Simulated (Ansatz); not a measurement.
Input and output of a self-consistent single point for SrHI (P4mm, 6 atoms in the cell) (Ansatz, a first-principles code).

Method of the run: PBEsol, harder PAW files (source: ansatz) made with PBE (plane waves; Ansatz).

```
CELL_PARAMETERS angstrom
      4.30244     0.00000     0.00000
      0.00000     4.30244     0.00000
      0.00000     0.00000     9.12510
ATOMIC_POSITIONS crystal
  Sr 0.00000 0.50000 0.15016
  Sr 0.50000 0.00000 0.85532
  H  0.50000 0.50000 0.00000
  H  0.00000 0.00000 0.00000
  I  0.00000 0.50000 0.68477
  I  0.50000 0.00000 0.31523
```

Reference input (self-consistent single point, DFT, PBEsol, plane waves, default PAW files made with PBE): basis.ecutwfc = 30.9 Ry; kpoints.mp_grid.grid = 5 5 2; hamiltonian.xc = pbesol; hamiltonian.pseudopotentials = {kind: paw} (the program's default PAW files); scf.occupations.method = fixed. This run's input differs from it in these lines:

Ansatz 0.2 input:
```diff
@@ -13,3 +13,3 @@
 basis:
-  ecutwfc: 30.9 Ry
+  ecutwfc: 50.0 Ry
 kpoints:
@@ -18,3 +18,3 @@
   xc: pbesol
-  pseudopotentials: { kind: paw }
+  pseudopotentials: { kind: paw, source: ansatz }
 scf:
```

The program printed (abridged):

```
SCF iter   1: F=—  HF=-21911.008071 eV  |F-HF|=—  |Δ(HF+E_count)|=         —  Δρ=1.00e-1  dr2=1.43e2  ethr=3.10e-3  ⟨swp⟩=6.1  Hψ=1871  notcnv=0  defer=39
all-band conjugate gradients solve this SCF's bands
   [... lines left out ...]
SCF iter   7: F=—  HF=-21893.633303 eV  |F-HF|=—  |Δ(HF+E_count)|=   1.41e-4  Δρ=7.50e-5  dr2=1.74e-5  ethr=2.46e-7  ⟨swp⟩=2.0  Hψ=682  notcnv=0  defer=48
SCF iter   8: F=—  HF=-21893.633209 eV  |F-HF|=—  |Δ(HF+E_count)|=   9.45e-5  Δρ=2.60e-5  dr2=3.75e-6  ethr=3.11e-8  ⟨swp⟩=2.0  Hψ=720  notcnv=0  defer=45
SCF iter   9: F=—  HF=-21893.633209 eV  |F-HF|=—  |Δ(HF+E_count)|=   2.74e-7  Δρ=6.27e-6  dr2=2.99e-7  ethr=6.70e-9  ⟨swp⟩=2.8  Hψ=665  notcnv=0  defer=45
SCF iter  10: F=-21893.633209 eV  HF=-21893.633209 eV  |F-HF|=4.34e-9  |Δ(HF+E_count)|=   5.11e-8  Δρ=1.78e-6  dr2=6.73e-9  ethr=1.79e-10  ⟨swp⟩=15.8  Hψ=2512  notcnv=0
SCF 1 converged in 10 iterations: F = -21893.633209 eV  dr2 = 6.73e-9
Free energy (F): -21893.633209 eV
Internal energy: -21893.633209 eV  (E = F + TS)
E sigma→0 (E₀):  -21893.633209 eV
Fermi energy:    4.796729 eV
--- Forces (eV/Å), atoms counted from 1 ---
  atom   1  Sr    -0.00000000     0.00000000    -0.20125839
  atom   2  Sr     0.00000000     0.00000000     0.05183568
  atom   3  H      0.00000000     0.00000000     0.05247593
  atom   4  H      0.00000000     0.00000000     0.05247593
  atom   5  I      0.00000000     0.00000000     0.11480501
  atom   6  I     -0.00000000     0.00000000    -0.07032070
--- Stress (GPa, compression-positive) ---
       -1.754108       0.000000      -0.000000
        0.000000      -1.754108       0.000000
       -0.000000       0.000000      -1.377887
  P = ⅓ Tr σ = -1.6287 GPa (-16.287 kbar)
  The stress holds the Pulay correction. Without it, at fixed plane waves, as pw.x and ABINIT print it: P = -1.6370 GPa
```

The run converged in 10 iterations. Against the reference run the pressure stays at -1.63 GPa, the largest force moves little (0.200 to 0.201 eV/Å) and the gap on the mesh hardly changes (3.409 to 3.408 eV). The full log also holds: “WARN: iter 1: σ=0 fill of 28 bands saw a band overlap (occupied 5.9512 eV > unoccupied 5.7181 eV) — on an unconverged iterate often a transient of an (band_overlap_at_count)”.

The starting cell comes from a database of computed structures (which also holds hypothetical and non-ambient phases and stackings), without a prior relaxation at this level. Its lattice was rescaled by up to half a per cent. One atom was moved a little off its site on purpose. Spin-orbit coupling is off. Ansatz's pressure includes its estimate of the finite-basis (Pulay) stress. The cutoff lies below the one recommended for these files.
